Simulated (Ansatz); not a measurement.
Effective masses and thermopower of MgSe under load (space group R-3m)

Here is the system:

```yaml
crystal:
  lattice:
    - [0.02106, 2.74015, 2.74015]
    - [2.74015, 0.02106, 2.74015]
    - [2.74015, 2.74015, 0.02106]
  atoms:
    - { symbol: Mg, position: [0.00000, 0.00000, 0.00000] }
    - { symbol: Se, position: [0.50000, 0.50000, 0.50000] }
```

Calculation: PBEsol with spin-orbit coupling, rigid bands (plane waves, PAW; Ansatz, a quantum-chemistry and plane-wave program). Condition of this run: uniaxial stress along [111] of -1 GPa (compression positive) (the target of the relaxation). How the cell was made: cell and atoms relaxed with PBEsol, then loaded as said.

| Property | Value |
|---|---|
| band gap | 1.59 eV |
| electron conductivity mass (300 K, dilute) | 0.29 mₑ |
| hole conductivity mass (300 K, dilute) | 0.82 mₑ |
| effective density of states N_c (300 K) | 1.3e19 cm⁻³ |
| effective density of states N_v (300 K) | 2.1e19 cm⁻³ |
| density-of-states mass, electrons | 0.64 mₑ |
| density-of-states mass, holes | 0.89 mₑ |
| Seebeck coefficient, n-type 1e19 cm⁻³, 300 K | -241 μV/K |
| best n-type power factor at 300 K for τ = 10 fs (best axis; densities from 1e16 to 1e21 cm⁻³ tried, whether or not they can be reached) | 7.0 μW/(cm·K²) at 3e19 cm⁻³ |
| Seebeck coefficient, p-type 1e19 cm⁻³, 300 K | 327 μV/K |

Rigid bands; masses and Seebeck coefficients take one relaxation time τ for all states and one kind of carrier; polarons and phonon drag are left out.
